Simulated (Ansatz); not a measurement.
# Several settings converged on the (001) slab of BaTiO3 (cut from a parent of space group no. 99; 10 atoms in the cell)

```
CELL_PARAMETERS angstrom
      3.97005     0.00000     0.00000
      0.00000     3.97005     0.00000
      0.00000     0.00000    20.08199
ATOMIC_POSITIONS crystal
  Ba 0.00000 0.00000 0.45126
  Ti 0.50000 0.50000 0.35378
  O  0.50000 0.50000 0.44665
  O  0.00000 0.50000 0.34857
  O  0.50000 0.00000 0.34857
  Ba 0.00000 0.00000 0.65143
  Ti 0.50000 0.50000 0.55394
  O  0.50000 0.50000 0.64682
  O  0.00000 0.50000 0.54874
  O  0.50000 0.00000 0.54874
```

Base method: PBE (plane waves, PAW; Ansatz, a first-principles code).

Base settings: basis.ecutwfc = 30.9 Ry; kpoints.mp_grid.grid = 6 6 1; hamiltonian.xc = pbe; hamiltonian.pseudopotentials = {kind: paw} (the program's default PAW files); scf.occupations.method = fermi_dirac; scf.occupations.width = 0.0015 Ry.

The count of work is k-points × plane waves × bands × iterations; it is no time. 

**The vacuum with a dipole correction**

In this ladder: efield.axis = 3; efield.dipole_correction = true.

The mesh stays at the base's, so the ladder's end is converged at best in this setting alone.

Only quantities that move along the ladder and can be compared are tabulated.

| vacuum between outermost atoms (Å) | free energy less the last step's (meV/atom) | largest difference of a force vector from the last step's (eV/Å) | count of work / last |
|---|---|---|---|
| 6.0 | 3.40 | 0.471 | 0.36 |
| 8.0 | 2.37 | 0.144 | 0.42 |
| 10.0 | 1.05 | 0.049 | 0.55 |
| 14.0 | 0.11 | 0.001 | 0.73 |
| 20.0 | 0.00 | 0.000 | 1.0 |

Smallest vacuum between outermost atoms (Å) that holds the forces within 0.005 eV/Å of the last step, with all finer ones: 14.0; the step before is off by 0.049 eV/Å.

Smallest vacuum between outermost atoms (Å) that holds the free energy within 2 meV/atom of the last step, with all finer ones: 10.0; the step before is off by 2.4 meV/atom.

**The plane-wave cutoff**

The mesh stays at the base's, so the ladder's end is converged at best in this setting alone.

Only quantities that move along the ladder and can be compared are tabulated.

```csv
basis.ecutwfc,free energy less the last step's (meV/atom),largest difference of a force vector from the last step's (eV/Å),count of work / last
15.4 Ry,3784.45,1.272,0.16
18.4 Ry,1268.65,0.393,0.20
21.7 Ry,363.35,0.265,0.23
26.1 Ry,50.02,0.013,0.27
30.9 Ry,4.13,0.002,0.36
37.1 Ry,0.82,0.002,0.47
46.3 Ry,0.29,0.000,0.65
61.7 Ry,0.00,0.000,1.0
```

Coarsest basis.ecutwfc that holds the forces within 0.005 eV/Å of the last step, with all finer ones: 30.9 Ry, at 0.36 of the last step's count of work; the step before is off by 0.013 eV/Å.

Coarsest basis.ecutwfc that holds the free energy within 1 meV/atom of the last step, with all finer ones: 37.1 Ry; the step before is off by 4.1 meV/atom.

On the base run: the starting cell has typed, rounded lattice constants, without a prior relaxation at this level. The slab is cut from that crystal, and its faces are unrelaxed. Its lattice was rescaled by up to half a per cent. Spin polarisation is off, so a magnetic state, if there is one, cannot be reached. In the base run, forces exceed 1 eV/Å.

Keys are those of Ansatz 0.2.
